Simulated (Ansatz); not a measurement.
Take CaO in the rock salt structure (space group Fm-3m, No. 225; a = 4.795 Å) as the base. Axes: x, y, z lie along the cube axes.

Level of theory: DFT with r2SCAN, PAW potentials and a 500 eV plane-wave cutoff in Ansatz (a first-principles code), no spin-orbit coupling.

Base values:

| Quantity | Value |
|---|---|
| Electron mass | 1.4 mₑ along k, 0.44 mₑ across (at X) |
| Smallest direct gap | 4.57 eV |

Now apply this change: the cell is stretched by 4.33 % along x with no lateral relaxation, atoms relaxed at fixed cell.

Problem. What happens to the electron mass?

Solution. The electron mass goes from 1.4 mₑ along k, 0.44 mₑ across (at X) to 0.47 mₑ along x, 1.4 mₑ along y, 0.43 mₑ along z (at X).

Problem. Estimate the effect on the smallest direct gap.

Solution. The smallest direct gap shrinks by 0.02 eV, from 4.57 eV to 4.55 eV.

The cells carry an imposed strain or load. Masses are band curvatures over ±0.01 Å⁻¹ around the edge. Along k means along the line from Γ to the band edge. No phonon test of stability was made.
